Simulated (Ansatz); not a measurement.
# Refining one setting for Re (Fm-3m, 1 atom in the cell)

```
Re
1.0
    0.00000     1.91467     1.91467
    1.91467     0.00000     1.91467
    1.91467     1.91467     0.00000
Re
1
Cartesian
  0.00000   0.00000   0.00000
```

Method of the run: PBEsol, default PAW files made with PBE (plane waves; Ansatz, a program for electronic structure).

The starting cell was generated: these elements placed on a structure prototype, without a prior relaxation; it need not be a known phase or ordering of this composition. Its lattice was rescaled by a random factor within 2.5 % of one. Spin polarisation is off. In the base run, with a pressure of about 17 GPa the cell is away from its equilibrium volume at this level. Ansatz's pressure includes its estimate of the finite-basis (Pulay) stress.

Held fixed: basis.ecutwfc = 30.9 Ry; hamiltonian.xc = pbesol; hamiltonian.pseudopotentials = {kind: paw} (the program's default PAW files); scf.occupations.method = cold; scf.occupations.width = 0.0147 Ry.

ΔF is the free energy per atom less that of the last row (36 36 36).

```tsv
kpoints.mp_grid.grid	ΔF (meV/atom)	pressure (GPa)	k-points	iterations
1 1 1	-1785.8	133.43	1	6
3 3 3	651.5	37.49	4	5
4 4 4	218.0	18.91	8	5
5 5 5	86.0	16.49	10	5
6 6 6	-13.4	17.85	16	5
7 7 7	-12.6	16.78	20	5
8 8 8	19.5	15.99	29	5
10 10 10	-10.9	16.87	47	5
12 12 12	-1.25	17.02	72	5
14 14 14	5.8	16.57	104	5
15 15 15	1.34	16.87	120	5
16 16 16	-5.3	16.89	145	5
19 19 19	-1.92	16.67	220	5
23 23 23	0.27	16.70	364	5
29 29 29	-0.29	16.70	680	5
36 36 36	0.00	16.78	1240	5
```

Pressure within 0.5 GPa of the last row: from kpoints.mp_grid.grid = 10 10 10 on; the one before it is off by 0.79 GPa. The value it settles on is 16.8 GPa at this level of theory and with the other settings as held.

Energy within 1 meV/atom of the last row: from kpoints.mp_grid.grid = 23 23 23 on; the one before it is off by 1.9 meV/atom.

Keys are those of Ansatz 0.2.
